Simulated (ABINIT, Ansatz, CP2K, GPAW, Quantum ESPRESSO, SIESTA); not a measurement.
Nb3Sn (Pm-3n, 8 atoms in the cell) computed with different codes at matched settings

Self-consistent single point, at a second geometry (lattice scaled by 0.98). First geometry:

```
Nb3Sn
1.0
    5.40017     0.00000     0.00000
    0.00000     5.40017     0.00000
    0.00000     0.00000     5.40017
Nb Sn
6 2
Direct
  0.25000   0.00000   0.50000
  0.75000   0.00000   0.50000
  0.50000   0.75000   0.00000
  0.50000   0.25000   0.00000
  0.00000   0.50000   0.75000
  0.00000   0.50000   0.25000
  0.00000   0.00000   0.00000
  0.50000   0.50000   0.50000
```

Shared settings, as Ansatz (an electronic-structure program) writes them: kpoints.mp_grid.grid = 5 5 5; scf.occupations.method = gaussian; scf.occupations.width = 0.1 eV. Potentials and cutoffs stand in the table.

```tsv
code	model	ΔF from the first geometry (meV/atom)	pressure (GPa)	cutoff
Ansatz	PBE, default PAW files	-16.3	2.56	default
SIESTA	GGA PBE, numerical atomic orbitals DZP, PseudoDojo PBE standard norm-conserving potentials (rewritten from UPF to PSML)	-19.2	2.57	grid 350 Ry
GPAW	PBE, GPAW PAW datasets PBE (gpaw-data 1.0.1)	-21.3	1.73	550 eV
ABINIT	PBE, PAW (JTH v2.0 PBE PAW)	-16.3	2.18	20 Ha
CP2K	PBE, GPW, DZVP-MOLOPT-SR-GTH basis, GTH-PBE potentials (GTH_POTENTIALS)	-6.8	3.96	grid 500 Ry
Quantum ESPRESSO	PBE, PSlibrary PAW (PBE) pseudopotentials	-14.1	1.40	55 Ry
```

For Quantum ESPRESSO (by 1.5 GPa) the energy change implies a higher mean pressure, against the two pressures, than for the other programs: a sign of finite-basis (Pulay) stress.

On Ansatz's run: spin polarisation is off.

The spread over the programs that give each value: ΔF from the first geometry within 14.5 meV/atom; pressure within 2.56 GPa.

SIESTA and CP2K use small atom-centred bases, whose incompleteness enters pressures, forces and empty levels differently from a plane-wave cutoff. Ansatz's pressure is given at a fixed set of plane waves, as the other plane-wave codes print theirs; with its correction for the finite basis it is 2.61 GPa. In the pressure, CP2K (by 2.01) lies more than 1 GPa from the median of the plane-wave programs.

The starting cell comes from a database of computed structures (which also holds hypothetical and non-ambient phases and stackings), without a prior relaxation at this level. Its lattice was rescaled by a random factor within 2.5 % of one. For this run, on top of that: lattice scaled by 0.98.

Left out of this page: Elk and FLEUR (not drawn, or without a comparable value).

Keys are those of Ansatz 0.2.
